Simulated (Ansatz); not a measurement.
# AlRu in the CsCl type structure (space group Pm-3m, No. 221)

AlRu is taken in the cubic space group Pm-3m (No. 221), the CsCl type structure, Pearson symbol cP2. Lattice parameters: a = 3.004 Å, b = 3.004 Å, c = 3.004 Å, α = 90.00°, β = 90.00°, γ = 90.00°. Al on 1a sees 8 Ru at 2.601 Å and 6 Al at 3.004 Å. Ru on 1b has 8 Al at 2.601 Å and 6 Ru at 3.004 Å. (Neighbours: up to the widest gap in distance over summed covalent radii, below 1.35, at either atom.)

Computed with Kohn–Sham DFT with the PBE functional, run in Ansatz (an electronic-structure program) with PAW and 420 eV plane waves, scalar-relativistic without spin-orbit coupling. Settings: 15×15×15 k-points, 0.05 eV Fermi–Dirac smearing.

```yaml
volume_per_atom: 13.55 Å³
density: 7.85 g/cm³
band_gap: zero
total_energy: -3208.736 eV/atom (σ→0; compares only within this code and set-up)
```

No phonon test of stability was made. All final runs are without spin polarisation.
